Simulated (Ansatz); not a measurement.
## Converging the plane-wave cutoff: GeRh (Pm, 8 atoms in the cell)

```
GeRh
1.0
    5.64434     0.00000     0.00000
    0.00000     3.27744     0.00000
    0.00000     0.00000     6.42521
Ge Rh
4 4
Cartesian
  4.56209   2.45808   2.85416
  1.08224   0.81936   3.62106
  3.90441   0.81936   6.01676
  1.73992   2.45808   0.40845
  5.61860   2.45808   5.11845
  0.02574   0.81936   1.30676
  2.84791   0.81936   1.90585
  2.79643   2.45808   4.51937
```

Method of the run: LDA (PW92), default PAW files made with PBE (plane waves; Ansatz, a quantum-chemistry and plane-wave program).

Base settings: basis.ecutwfc = 420 eV; kpoints.mp_grid.grid = 2 5 2; hamiltonian.xc = lda; hamiltonian.pseudopotentials = {kind: paw} (the program's default PAW files); scf.occupations.method = gaussian; scf.occupations.width = 0.1 eV.

The second cell is the first with its lattice scaled by 0.98.

The mesh stays at the base's, so the ladder's end is converged at best in this setting alone.

The first pressure column holds Ansatz's estimate of the finite-basis (Pulay) stress, which hides part of the cutoff error; the other is without it.

Only quantities that move along the ladder and can be compared are tabulated.

The count of work is k-points × plane waves × bands × iterations; it is no time. 

The starting cell comes from a database of computed structures (which also holds hypothetical and non-ambient phases and stackings), without a prior relaxation at this level. Its lattice was rescaled by up to half a per cent. One atom was moved a little off its site on purpose. Spin polarisation is off. In the base run, with a pressure of about -4 GPa the cell is away from its equilibrium volume at this level. Without a gap this mesh is coarse (it stands for a supercell whose shortest vector is 11 Å).

Steps (basis.ecutwfc): 145 eV; 170 eV; 190 eV; 210 eV; 230 eV; 250 eV; 295 eV; 335 eV; 380 eV; 420 eV; 460 eV; 505 eV; 565 eV; 630 eV; 735 eV; 840 eV; 1010 eV.

**Question.** What is the coarsest basis.ecutwfc that holds the forces within 0.01 eV/Å of the last step, with all finer ones?

**Answer.** 335 eV, at 0.19 of the last step's count of work; the step before is off by 0.048 eV/Å.

**Question.** What is the coarsest basis.ecutwfc that holds the free energy within 1 meV/atom of the last step, with all finer ones?

**Answer.** 505 eV, at 0.35 of the last step's count of work; the step before is off by 1.3 meV/atom.

**Question.** What is the coarsest basis.ecutwfc that holds the energy of the compressed cell less the first within 0.2 meV/atom of the last step, with all finer ones?

**Answer.** 420 eV, at 0.27 of the last step's count of work; the step before is off by 0.30 meV/atom.

| basis.ecutwfc | free energy less the last step's (meV/atom) | energy of the compressed cell less the first (meV/atom) | pressure (GPa) | pressure without the Pulay estimate (GPa) | largest difference of a force vector from the last step's (eV/Å) | count of work / last |
|---|---|---|---|---|---|---|
| 145 eV | 60413.08 | -60.04 | -9.55 | -2029.13 | 3.353 | 0.072 |
| 170 eV | 26704.92 | 140.95 | 11.32 | -1093.21 | 1.082 | 0.087 |
| 190 eV | 12981.07 | 569.68 | -1.41 | -628.75 | 0.785 | 0.084 |
| 210 eV | 6477.69 | 38.84 | -8.47 | -365.09 | 0.234 | 0.11 |
| 230 eV | 3101.17 | -9.08 | -9.83 | -202.60 | 0.234 | 0.12 |
| 250 eV | 1436.98 | 0.58 | -6.97 | -108.55 | 0.130 | 0.12 |
| 295 eV | 219.29 | 5.16 | -3.33 | -24.79 | 0.048 | 0.16 |
| 335 eV | 29.85 | 14.91 | -3.69 | -7.40 | 0.005 | 0.19 |
| 380 eV | 4.00 | 13.14 | -3.91 | -4.22 | 0.001 | 0.23 |
| 420 eV | 2.09 | 12.95 | -3.94 | -4.00 | 0.001 | 0.27 |
| 460 eV | 1.32 | 12.88 | -3.95 | -4.01 | 0.000 | 0.31 |
| 505 eV | 0.76 | 12.86 | -3.95 | -3.98 | 0.000 | 0.35 |
| 565 eV | 0.54 | 12.85 | -3.95 | -3.96 | 0.000 | 0.42 |
| 630 eV | 0.40 | 12.85 | -3.95 | -3.96 | 0.000 | 0.49 |
| 735 eV | 0.17 | 12.84 | -3.95 | -3.96 | 0.000 | 0.62 |
| 840 eV | 0.07 | 12.84 | -3.96 | -3.96 | 0.000 | 0.76 |
| 1010 eV | 0.00 | 12.83 | -3.96 | -3.96 | 0.000 | 1.0 |

The energy difference between the two cells stays within 1 meV/atom of the last step's from 380 eV on, the total only from 505 eV on: much of the error is common to both cells and cancels.

At the lowest cutoff the pressure without the Pulay estimate lies 2030 GPa under the last step's, the usual sign of Pulay stress in an incomplete plane-wave basis.

Keys are those of Ansatz 0.2.
